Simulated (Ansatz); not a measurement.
How far PBE and r2SCAN part for CdSe, pressure 1.5 GPa

The parent structure is CdSe in the zinc blende structure (space group F-43m, No. 216; a = 6.196 Å).

(Cell as relaxed with PBE.)

Levels (all Ansatz, an electronic-structure program, PAW, earlier PAW set): PBE (420 eV, scalar-relativistic without spin-orbit coupling); r2SCAN (500 eV, without spin-orbit coupling).

Each level relaxes its own structure.

| base | PBE | r2SCAN |
|---|---|---|
| volume per atom | 29.74 Å³ | 28.84 Å³ |
| lattice parameter a | 6.196 Å | 6.133 Å |
| band gap | 0.49 eV | 1.03 eV |

Perturbation: a hydrostatic pressure of 1.5 GPa.

```tsv
quantity	PBE	r2SCAN
hole mass (degenerate bands, along [100])	0.059, 0.70, 0.70 mₑ (at Γ)	0.10, 0.67, 0.67 mₑ (at Γ)
band gap	0.56 eV	1.09 eV
shift of the gap caused by the change	+0.06 eV	+0.06 eV
lattice parameter a	6.133 Å	6.078 Å
```

PBE's band gap lies 0.536 eV below r2SCAN's; PBE's lattice parameter a lies 0.0543 Å above r2SCAN's (0.9 %); the two agree on the shift of the gap caused by the change. Neither level is exact; r2SCAN is the comparison here, not a measurement.

Load acts through the strain it causes; cell and atoms are relaxed under it. Masses are band curvatures over ±0.01 Å⁻¹ around the edge. Whether these cells are dynamically stable was not tested.
